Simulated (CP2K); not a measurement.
# Converging shifted k-point meshes: H4BrN (R3m, 6 atoms in the cell)

```
H4BrN
1.0
    4.01210     0.00000     0.00000
    0.00000     4.01210     0.00000
    0.00000     0.00000     4.01210
H Br N
4 1 1
Direct
  0.14921   0.14921   0.85079
  0.14921   0.85079   0.14921
  0.85798   0.85798   0.85798
  0.85079   0.14921   0.14921
  0.50000   0.50000   0.50000
  0.00000   0.00000   0.00000
```

Method: LDA (Pade form), GPW, DZVP-MOLOPT-SR-GTH basis, GTH-PADE potentials (GTH_POTENTIALS) run with CP2K.

Base settings: CUTOFF = 450 Ry; REL_CUTOFF = 50 Ry; KPOINTS/SCHEME = MONKHORST-PACK 3 3 3; XC_FUNCTIONAL = PADE; H/BASIS_SET = DZVP-MOLOPT-SR-GTH-q1; H/POTENTIAL = GTH-PADE-q1; Br/BASIS_SET = DZVP-MOLOPT-SR-GTH-q7; Br/POTENTIAL = GTH-PADE-q7; N/BASIS_SET = DZVP-MOLOPT-SR-GTH-q5; N/POTENTIAL = GTH-PADE-q5.

Shifted meshes do not hold Γ, so a gap read on them misses any band edge there.

Only quantities that move along the ladder and can be compared are tabulated.

The starting cell comes from a database of computed structures (which also holds hypothetical and non-ambient phases and stackings), without a prior relaxation at this level. Its lattice was rescaled by up to half a per cent. One atom was moved a little off its site on purpose. Values carry the incompleteness of an atom-centred basis. In the base run, forces exceed 1 eV/Å.

| KPOINTS/SCHEME | free energy less the last step's (meV/atom) | pressure (GPa) | largest difference of a force vector from the last step's (eV/Å) | gap on the mesh (eV) |
|---|---|---|---|---|
| MONKHORST-PACK 2 2 2 | -38.21 | -0.17 | 0.051 | 8.566 |
| MACDONALD 3 3 3 0.1666666667 0.1666666667 0.1666666667 | -3.56 | 0.96 | 0.008 | 6.874 |
| MONKHORST-PACK 4 4 4 | -0.43 | 1.10 | 0.001 | 6.275 |
| MACDONALD 5 5 5 0.1 0.1 0.1 | -0.05 | 1.13 | 0.000 | 5.881 |
| MONKHORST-PACK 6 6 6 | -0.01 | 1.13 | 0.000 | 5.682 |
| MACDONALD 7 7 7 0.07142857143 0.07142857143 0.07142857143 | 0.00 | 1.13 | 0.000 | 5.529 |
| MONKHORST-PACK 8 8 8 | 0.00 | 1.13 | 0.000 | 5.452 |
| MACDONALD 9 9 9 0.05555555556 0.05555555556 0.05555555556 | 0.00 | 1.13 | 0.000 | 5.377 |
| MONKHORST-PACK 10 10 10 | 0.00 | 1.13 | 0.000 | 5.341 |
| MACDONALD 11 11 11 0.04545454545 0.04545454545 0.04545454545 | 0.00 | 1.13 | 0.000 | 5.298 |
| MONKHORST-PACK 12 12 12 | 0.00 | 1.13 | 0.000 | 5.279 |
| MACDONALD 13 13 13 0.03846153846 0.03846153846 0.03846153846 | 0.00 | 1.13 | 0.000 | 5.252 |

Coarsest KPOINTS/SCHEME that holds the forces within 0.01 eV/Å of the last step, with all finer ones: MACDONALD 3 3 3 0.1666666667 0.1666666667 0.1666666667; the step before is off by 0.051 eV/Å.

Coarsest KPOINTS/SCHEME that holds the free energy within 5 meV/atom of the last step, with all finer ones: MACDONALD 3 3 3 0.1666666667 0.1666666667 0.1666666667; the step before is off by 38 meV/atom.

Coarsest KPOINTS/SCHEME that holds the pressure within 0.5 GPa of the last step, with all finer ones: MACDONALD 3 3 3 0.1666666667 0.1666666667 0.1666666667; the step before is off by 1.3 GPa.
